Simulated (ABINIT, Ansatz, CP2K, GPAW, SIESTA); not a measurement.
One structure in several programs: K (Im-3m, 1 atom in the cell)

Self-consistent single point.

```
CELL_PARAMETERS angstrom
     -2.67058     2.67058     2.67058
      2.67058    -2.67058     2.67058
      2.67058     2.67058    -2.67058
ATOMIC_POSITIONS crystal
  K  0.00000 0.00000 0.00000
```

Shared settings, as Ansatz (a quantum-chemistry and plane-wave program) writes them: kpoints.mp_grid.grid = 12 12 12; scf.occupations.method = gaussian; scf.occupations.width = 0.1 eV. Potentials and cutoffs stand in the table.

```tsv
code	model	pressure (GPa)	cutoff
CP2K	PBEsol, GPW, DZVP-MOLOPT-SR-GTH basis, GTH-PBE potentials (GTH_POTENTIALS)	-0.09	grid 500 Ry
SIESTA	GGA PBEsol, numerical atomic orbitals DZP, PseudoDojo PBEsol standard norm-conserving potentials (rewritten from UPF to PSML)	-0.09	grid 300 Ry
Ansatz	PBEsol, default PAW files made with PBE	-0.23	default
GPAW	PBEsol, GPAW PAW datasets PBEsol (made by gpaw-setup)	-0.27	550 eV
ABINIT	PBEsol, norm-conserving pseudopotentials (PseudoDojo nc-sr-04 PBEsol standard)	-0.23	37 Ha
```

The spread over the programs that give each value: pressure within 0.18 GPa.

CP2K and SIESTA use small atom-centred bases, whose incompleteness enters pressures, forces and empty levels differently from a plane-wave cutoff. Ansatz's pressure is given at a fixed set of plane waves, as the other plane-wave codes print theirs.

The starting cell comes from a database of computed structures (which also holds hypothetical and non-ambient phases and stackings), without a prior relaxation at this level. Its lattice was rescaled by a random factor within 2.5 % of one.

Left out of this page: Elk and FLEUR (not drawn, or without a comparable value).

Keys are those of Ansatz 0.2.
